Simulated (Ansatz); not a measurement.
The starting structures come from a database of crystals and need not be the phases stable at ambient conditions.

Tunnelling through a barrier is set by its complex band structure: the current falls as exp(−2κd) with the smallest κ.

Given:

```
C2N4Si
1.0
    9.45314     0.00000     0.00000
   -4.72657     8.18666     0.00000
    4.72657     2.72889     3.85923
Si C N
2 4 8
Direct
  0.00000   0.50000   0.50000
  0.00000   0.00000   0.00000
  0.00000   0.75000   0.25000
  0.50000   0.75000   0.25000
  0.00000   0.25000   0.25000
  0.50000   0.25000   0.25000
  0.00000   0.14554   0.14554
  0.70892   0.35446   0.93662
  0.00000   0.85446   0.14554
  0.29108   0.64554   0.35446
  0.70892   0.85446   0.14554
  0.00000   0.64554   0.35446
  0.29108   0.14554   0.56338
  0.00000   0.35446   0.35446
```

Space group of this cell: Pn-3m. The cell is taken as given; by r2SCAN its mean pressure is -2.5 GPa.

Transport runs along the normal of the first two printed cell vectors, the (111) plane of the conventional cell.

The gap is the functional's own. No spin-orbit coupling. Mid-gap values are interpolated on the energy grid.

State the band gap and the smallest decay constant κ at mid-gap according to r2SCAN (Ansatz, a first-principles code).

Gap 4.75 eV on a 8×8×8 mesh; κ = 0.386 1/Å, at the zone centre.
